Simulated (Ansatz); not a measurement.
**A computed series for Li: response to strain**

Base system: Li in the bcc (W type) structure (space group Im-3m, No. 229; relaxed with 0.1 eV smearing).

```xyz
1
Lattice="-1.7171 1.7171 1.7171 1.7171 -1.7171 1.7171 1.7171 1.7171 -1.7171" Properties=species:S:1:pos:R:3 pbc="T T T"
Li     0.0000     0.0000     0.0000
```

Cartesian axes are those of the cell as printed.

Strains are applied to the cell and any free atomic positions relax; under biaxial strain the out-of-plane vector relaxes too.

Computed with PBEsol in Ansatz (plane waves to 420 eV, PAW, no SOC).

Candidates:
(a) biaxial strain −1.50 %, plane normal [001], relaxed out of plane
(b) biaxial strain +1.00 %, plane normal [001], relaxed out of plane
(c) biaxial strain +2.50 %, plane normal [001], relaxed out of plane
(d) biaxial strain −2.50 %, plane normal [001], relaxed out of plane

Question: Order them by out-of-plane strain, highest first.

Answer: (d) biaxial strain −2.50 %, plane normal [001], relaxed out of plane (+5.10 %), (a) biaxial strain −1.50 %, plane normal [001], relaxed out of plane (+2.94 %), (b) biaxial strain +1.00 %, plane normal [001], relaxed out of plane (-1.70 %), (c) biaxial strain +2.50 %, plane normal [001], relaxed out of plane (-3.90 %)

No phonon test of stability was made.

Ansatz is an electronic-structure program.
